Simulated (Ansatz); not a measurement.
Band structure of GaSn₃ (Fm-3m, 4 atoms in the cell).

```xyz
4
Lattice="0.0000 3.7060 3.7060 3.7060 0.0000 3.7060 3.7060 3.7060 0.0000" Properties=species:S:1:pos:R:3 pbc="T T T"
Ga     0.0000     0.0000     0.0000
Sn     1.8530     1.8530     1.8530
Sn     5.5589     5.5589     5.5589
Sn     3.7060     3.7060     3.7060
```

Method of the run: LDA (PW92), PAW files made with PBE (plane waves; Ansatz, a program for electronic structure).

Settings: basis.ecutwfc = 420 eV; kpoints.mp_grid.grid = 9 9 9; hamiltonian.xc = lda; hamiltonian.pseudopotentials = {kind: paw} (the program's default PAW files); scf.occupations.method = fermi_dirac; scf.occupations.width = 0.136 eV; kpoints.band_path.npoints = 8.

The starting cell comes from a database of computed structures (which also holds hypothetical and non-ambient phases and stackings), without a prior relaxation at this level.

Levels in eV from the Fermi level, bands 25 to 32:
| point | 25 | 26 | 27 | 28 | 29 | 30 | 31 | 32 |
|---|---|---|---|---|---|---|---|---|
| Γ | -1.28 | -1.28 | -1.28 | -1.02 | -1.02 | -1.02 | 0.12 | 0.12 |
| X | -4.18 | -4.18 | 2.60 | 2.82 | 2.84 | 2.84 | 3.18 | 3.18 |
| W | -1.48 | -1.47 | -1.47 | -1.15 | 3.35 | 3.37 | 3.65 | 3.65 |
| K | -3.81 | -1.72 | 0.37 | 0.43 | 1.68 | 2.01 | 3.11 | 4.64 |
| L | -2.22 | -2.22 | -1.68 | -1.68 | 1.26 | 1.66 | 3.66 | 3.66 |
| U | -3.81 | -1.72 | 0.37 | 0.43 | 1.68 | 2.01 | 3.11 | 4.64 |

Bands cross the Fermi level along this path, so the cell is metallic at this level.

Keys are those of Ansatz 0.2.
